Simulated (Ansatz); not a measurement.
What biaxial strain −2.40 %, plane normal [001], relaxed out of plane does to PbO2

Start from PbO2 in the rutile structure (space group P4_2/mnm, No. 136; a = 4.998 Å, c = 3.411 Å). Axes: x, y, z lie along a, b, c of the conventional cell.

It is then changed as follows: biaxial strain −2.40 %, plane normal [001], relaxed out of plane (Cartesian); in-plane vectors clamped, the third vector and the atoms free.

All numbers come from PBEsol, PAW, 420 eV (Ansatz, a first-principles code; no SOC). Γ-centred 7×7×10 mesh, Fermi–Dirac width 0.05 eV.

```tsv
quantity	base	changed	shift
shortest interatomic distance	217.4 pm	212.5 pm	-4.97 pm
pressure (mean of the normal stresses, compression positive)	0.0 GPa	2.4 GPa	+2.4 GPa
band gap	zero	zero	–
out-of-plane strain (rough)	–	+2.38 %	–
mean in-plane stress (compression positive) (rough)	–	+3.6 GPa	–
```

Final structure (turned so that z lies along the plane normal):

```
PbO2
1.0
    4.87834     0.00000     0.00000
    0.00000     4.87834     0.00000
    0.00000     0.00000     3.49273
Pb O
2 4
Direct
  0.00000   0.00000   0.00000
  0.50000   0.50000   0.50000
  0.30798   0.30798   0.00000
  0.80798   0.19202   0.50000
  0.19202   0.80798   0.50000
  0.69202   0.69202   0.00000
```

Without a gap, meshes like the base's 7×7×10 leave anisotropic stresses uncertain by several tenths of a GPa, and small strain energies with them. With Pb present, leaving out spin-orbit coupling can change the band edges. Stability against distortions was not tested. All final runs are without spin polarisation. Gaps under 0.05 eV, about the width of the smearing, are given as zero. The zero or small gap of PbO2 can change with the level of theory.
